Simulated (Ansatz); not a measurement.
**ZrSe2, response to strain**

The reference is ZrSe2 in the CdI2 type structure (space group P-3m1, No. 164; a = 3.660 Å, c = 5.841 Å; layered, stacked along the Cartesian z axis; relaxed with 0.1 eV smearing).

Strains are applied to the cell and any free atomic positions relax.

Method: Ansatz (a quantum-chemistry and plane-wave program) PBEsol-D3(BJ), no spin-orbit coupling.

Notes on the quantities. energy relative to the base: free energy F; pressure: mean of the normal stresses, compression positive.

```tsv
case	largest internal atomic displacement	shortest interatomic distance	energy relative to the base	pressure
base	–	2.655 Å	0 meV/atom	0.0 GPa
isotropic strain −3.00 %	0.076 Å	2.623 Å	+31 meV/atom	5.6 GPa
isotropic strain −2.50 %	(withheld)	2.629 Å	+21 meV/atom	4.4 GPa
isotropic strain −2.00 %	0.053 Å	2.635 Å	+13 meV/atom	3.4 GPa
isotropic strain −1.50 %	0.040 Å	2.640 Å	+7.2 meV/atom	2.4 GPa
isotropic strain −1.00 %	(withheld)	2.645 Å	+3.1 meV/atom	1.5 GPa
isotropic strain +0.50 %	(withheld)	2.660 Å	+0.7 meV/atom	-0.7 GPa
isotropic strain +1.00 %	0.028 Å	2.665 Å	+2.9 meV/atom	-1.3 GPa
isotropic strain +1.50 %	0.043 Å	2.670 Å	+6.3 meV/atom	-1.9 GPa
isotropic strain +2.50 %	0.073 Å	2.678 Å	(withheld)	-2.9 GPa
```

Q: What belongs in the blanks?

A: 
- isotropic strain −2.50 %, largest internal atomic displacement: 0.065 Å
- isotropic strain −1.00 %, largest internal atomic displacement: 0.027 Å
- isotropic strain +0.50 %, largest internal atomic displacement: 0.014 Å
- isotropic strain +2.50 %, energy relative to the base: +17 meV/atom

Whether these cells are dynamically stable was not tested. All final runs are without spin polarisation.
